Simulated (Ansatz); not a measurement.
Consider SrO in the rock salt structure (space group Fm-3m, No. 225; a = 5.122 Å).

Structures relaxed with Ansatz (a program for electronic structure) PBEsol, no spin-orbit coupling.

Base:

Simulated powder pattern, Cu Kα, λ = 1.54184 Å (kinematic, ideal powder, no thermal factors, no anomalous dispersion; the 10 strongest lines at most, above 2 %, up to 2θ = 90°):

```tsv
2θ (°)	I/Imax (%)	hkl
30.22	90	(111)
35.04	100	(200)
50.39	67	(220)
59.89	42	(311)
62.84	22	(222)
74.03	10.0	(400)
81.99	18	(331)
84.61	28	(420)
```

After one change:

Simulated powder pattern, Cu Kα, λ = 1.54184 Å (kinematic, ideal powder, no thermal factors, no anomalous dispersion; the 10 strongest lines at most, above 2 %, up to 2θ = 90°):

```csv
2θ (°),I/Imax (%)
30.25,90
35.07,100
50.44,67
59.95,42
62.92,22
74.11,10.0
82.09,18
84.71,28
```

Q: Which change produced these results?
A) pressure 0.3 GPa
B) pressure 10 GPa
C) pressure 0.7 GPa
D) pressure −1 GPa

A: A, pressure 0.3 GPa. Its volume per atom is 16.75 Å³ against 16.80 Å³, and its space group is Fm-3m (No. 225).

Load acts through the strain it causes; cell and atoms are relaxed under it. Stability against distortions was not tested. No other phases were tried under pressure.
